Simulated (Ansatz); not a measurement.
## Pressure series in PbTe

Base system: PbTe in the rock salt structure (space group Fm-3m, No. 225; a = 6.4424 Å).

Cell and atoms are relaxed at each pressure.

All numbers come from PBEsol/PAW in Ansatz (a program for electronic structure), without spin-orbit coupling, earlier PAW set.

Candidates:
(a) pressure 1.5 GPa
(b) pressure 3 GPa
(c) pressure 0.3 GPa
(d) pressure 5 GPa

For the base:

```
Property   Result
--------  -------
Band gap  0.65 eV
```

Question: Order them by band gap, lowest first.

Answer: (d) pressure 5 GPa (0.43 eV), (b) pressure 3 GPa (0.51 eV), (a) pressure 1.5 GPa (0.58 eV), (c) pressure 0.3 GPa (0.64 eV)

With Pb and Te present, leaving out spin-orbit coupling can change the band edges. Load acts through the strain it causes; cell and atoms are relaxed under it. Whether these cells are dynamically stable was not tested. No other phases were tried under pressure.
